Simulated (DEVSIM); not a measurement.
System: abrupt Si p-n junction, at 300 K.

| layer (left to right) | material | thickness (μm) | Nd (cm⁻³) | Na (cm⁻³) | τn (s) | τp (s) |
|---|---|---|---|---|---|---|
| 1 | Si | 0.110 | - | 1.6e17 | 2.5e-7 | 2.5e-7 |
| 2 | Si | 0.490 | 2e17 | - | 2.5e-7 | 2.5e-7 |

Left contact: ohmic. Right contact: ohmic. Voltage is applied to the left contact. Recombination: SRH at mid-gap. Mobility is μmin + (μ − μmin)/(1 + (N/Nref)^α).

Constants are typed, rounded textbook-type inputs, not results; the design itself was drawn at random and stands for no fabricated device. Values at 300 K.

| parameter | Si |
|---|---|
| gap (eV) | 1.124 |
| affinity (eV) | 4.05 |
| permittivity | 11.7 |
| Nc (cm⁻³) | 2.86e19 |
| Nv (cm⁻³) | 3.1e19 |
| μn (cm²/Vs) | 1417 |
| μp (cm²/Vs) | 470 |
| μn,min | 52 |
| μp,min | 45 |
| Nref,n | 9.7e16 |
| Nref,p | 2.2e17 |
| αn | 0.68 |
| αp | 0.72 |

Model (solved in DEVSIM): 1D drift-diffusion, Boltzmann statistics, complete ionisation; no tunnelling, impact ionisation, image-force lowering or self-heating.

Q: Tabulate band edges, carrier densities and field at zero bias.

A: Energies count from the Fermi level of the right contact; mesh points crowd at the junctions.

```csv
x (μm),Ec (eV),Ev (eV),n (cm⁻³),p (cm⁻³),field (V/cm)
0.000,0.988,-0.136,730,1.6e17,-260
0.009863,0.988,-0.136,730,1.6e17,-390
0.02194,0.987,-0.137,760,1.5e17,-1100
0.03492,0.984,-0.140,850,1.4e17,-3800
0.05720,0.958,-0.166,2300,5.1e16,-24000
0.07493,0.884,-0.240,41000,2.8e15,-63000
0.08940,0.767,-0.357,3700000,3.1e13,-98000
0.1036,0.604,-0.520,2.1e9,5.6e10,-130000
0.1120,0.483,-0.641,2.2e11,5.2e8,-140000
0.1233,0.342,-0.782,5.2e13,2200000,-110000
0.1390,0.211,-0.913,8.3e15,14000,-60000
0.1667,0.135,-0.989,1.6e17,740,-6800
0.1994,0.128,-0.996,2.0e17,590,-210
0.2449,0.128,-0.996,2.0e17,580,≈ 0
0.3345,0.128,-0.996,2.0e17,580,≈ 0
0.4006,0.128,-0.996,2.0e17,580,≈ 0
0.4642,0.128,-0.996,2.0e17,580,≈ 0
0.5100,0.128,-0.996,2.0e17,580,≈ 0
0.5516,0.128,-0.996,2.0e17,580,≈ 0
0.5727,0.128,-0.996,2.0e17,580,≈ 0
0.5865,0.128,-0.996,2.0e17,580,≈ 0
0.6000,0.128,-0.996,2.0e17,580,≈ 0
```
